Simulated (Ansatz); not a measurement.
Seebeck coefficient (μV/K, mean over directions) of n-type MgO (Fm-3m) against carrier density, PBEsol, rigid bands (Ansatz, a quantum-chemistry and plane-wave program). Computed gap 4.62 eV; densities at which minority carriers matter at this gap, or further valleys turn the trend, are left out. Conductivity mass 0.35 mₑ (harmonic mean over directions), N_c = 5.1e18 cm⁻³ at 300 K.

| electron density | 300 K | 500 K |
|---|---|---|
| 1e16 cm⁻³ | -752 | -819 |
| 1e17 cm⁻³ | … | -621 |
| 1e18 cm⁻³ | -357 | … |
| 3e18 cm⁻³ | -265 | -330 |
| 1e19 cm⁻³ | -171 | -231 |
| 3e19 cm⁻³ | -100 | -149 |
| 1e20 cm⁻³ | -49 | -79 |
| 3e20 cm⁻³ | -25 | -41 |
| 1e21 cm⁻³ | -12 | -20 |

Some entries are withheld; supply them.


- 1e17 cm⁻³, 300 K: -554
- 1e18 cm⁻³, 500 K: -423

Rigid bands with a gap fixed in temperature, one relaxation time for all states, no polarons or phonon drag, and whether or not such doping can be reached. Spin-orbit coupling is left out.
